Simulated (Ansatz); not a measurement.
Ansatz (an electronic-structure program), DFT, LDA, plane waves, its default PAW files: GeRh, atoms displaced (from the phase in space group 62, mp-22239) (Ge4Rh4), 8 atoms. Basis and mesh were picked for this test and aren't claimed converged.

```
Item                                                      Value
------------------------------  -------------------------------
cell                            5.67, 3.29, 6.46 Å; 90, 90, 90°
distance to the nearest atom                     2.45 to 2.50 Å
task                                               single point
k mesh                                                    4×8×4
hamiltonian.xc                                              lda
kind of files                                               paw
scf.occupations.method                              fermi_dirac
scf.occupations.width                                   0.05 eV
output.forces                                              true
binding of workers (--pin)                                  off
k-point pools (--kpoint-pools)                                1
memory maximum (--max-ram)                                 8GiB
accuracy                                       medium (default)
basis.precision                                  auto (default)
basis.xc_grid                                       1 (default)
scf.eigensolver.kind                             auto (default)
scf.convergence.dr2_threshold             1.20661e-07 (default)
scf.lower_state_search                          light (default)
k-points after symmetry                                      68
bands at the start                                           70
electrons                                                   124
plane waves at Γ                                           2353
cutoff (eV)                                                 420
FFT grid                                               40×24×45
symmetry operations                                           1
```

One run each.

All on 4 threads. Base settings, kept where nothing else is said: scf.mixing.algorithm = auto (default), scf.mixing.preconditioner = auto (default), scf.algorithm = auto (default) (scf.mixing.beta, scf.mixing.ndim, scf.mixing.q_tf not set). The settings tried:…
- scf.mixing.algorithm = broyden, scf.mixing.beta = 0.7
- scf.mixing.ndim = 4
- scf.mixing.algorithm = broyden, scf.mixing.preconditioner = none
- scf.mixing.algorithm = anderson
- scf.mixing.algorithm = anderson, scf.mixing.ndim = 1
- scf.mixing.algorithm = broyden
- scf.algorithm = direct_min
- scf.mixing.ndim = 16
- scf.mixing.algorithm = broyden, scf.mixing.beta = 0.1
- scf.mixing.algorithm = broyden, scf.mixing.beta = 0.3
- scf.mixing.algorithm = broyden, scf.mixing.beta = 1
- scf.mixing.algorithm = broyden, scf.mixing.preconditioner = kerker
- scf.mixing.algorithm = broyden, scf.mixing.preconditioner = kerker, scf.mixing.q_tf = 0.5 1/Å
- scf.mixing.preconditioner = local_kerker
- scf.mixing.algorithm = msr1
- scf.mixing.preconditioner = none
- scf.mixing.preconditioner = kerker_dos
- scf.mixing.preconditioner = kerker
- scf.mixing.preconditioner = resta
- scf.mixing.algorithm = anderson, scf.mixing.ndim = 16
- scf.mixing.algorithm = broyden, scf.mixing.preconditioner = kerker, scf.mixing.q_tf = 1.5 1/Å
- scf.mixing.preconditioner = ldos
- the base settings
- scf.mixing.algorithm = anderson, scf.mixing.ndim = 4

Q: Name the extremes by SCF iterations (all cycles of the run, searches included): fewest, most, and any that don't converge.

A: Fewest SCF iterations (all cycles of the run, searches included), with those close behind: scf.mixing.preconditioner = ldos (6); scf.algorithm = direct_min (7); the base settings (8); scf.mixing.ndim = 4 (8); scf.mixing.ndim = 16 (8); scf.mixing.preconditioner = local_kerker (9); scf.mixing.algorithm = broyden, scf.mixing.preconditioner = kerker, scf.mixing.q_tf = 1.5 1/Å (9). Most among those that reach the base run's result: scf.mixing.algorithm = anderson, scf.mixing.ndim = 1 (18). All converged.

```csv
setting,"SCF iterations (all cycles of the run, searches included)",applications of H to a band,end
scf.mixing.preconditioner = ldos,6,70504,converged
scf.algorithm = direct_min,7,301118,converged
the base settings,8,83403,converged
scf.mixing.ndim = 4,8,75630,converged
scf.mixing.ndim = 16,8,83403,converged
scf.mixing.preconditioner = local_kerker,9,78053,converged
"scf.mixing.algorithm = broyden, scf.mixing.preconditioner = kerker, scf.mixing.q_tf = 1.5 1/Å",9,78483,converged
scf.mixing.algorithm = broyden,10,90036,converged
scf.mixing.algorithm = anderson,10,90531,converged
scf.mixing.preconditioner = kerker_dos,10,92244,converged
"scf.mixing.algorithm = broyden, scf.mixing.preconditioner = kerker",10,90036,converged
"scf.mixing.algorithm = broyden, scf.mixing.beta = 0.3",10,98100,converged
"scf.mixing.algorithm = broyden, scf.mixing.beta = 0.7",10,91301,converged
"scf.mixing.algorithm = broyden, scf.mixing.beta = 1",10,90267,converged
"scf.mixing.algorithm = anderson, scf.mixing.ndim = 16",10,90035,converged
scf.mixing.algorithm = msr1,11,102497,converged
scf.mixing.preconditioner = none,11,88545,converged
scf.mixing.preconditioner = kerker,11,102497,converged
scf.mixing.preconditioner = resta,11,88545,converged
"scf.mixing.algorithm = broyden, scf.mixing.preconditioner = none",11,91178,converged
"scf.mixing.algorithm = anderson, scf.mixing.ndim = 4",11,83771,converged
"scf.mixing.algorithm = broyden, scf.mixing.preconditioner = kerker, scf.mixing.q_tf = 0.5 1/Å",11,86783,converged
"scf.mixing.algorithm = broyden, scf.mixing.beta = 0.1",13,104131,converged
"scf.mixing.algorithm = anderson, scf.mixing.ndim = 1",18,106755,converged
```

An iteration's cost differs between solvers, so these counts don't give the time.

Keys are those of Ansatz 0.2.
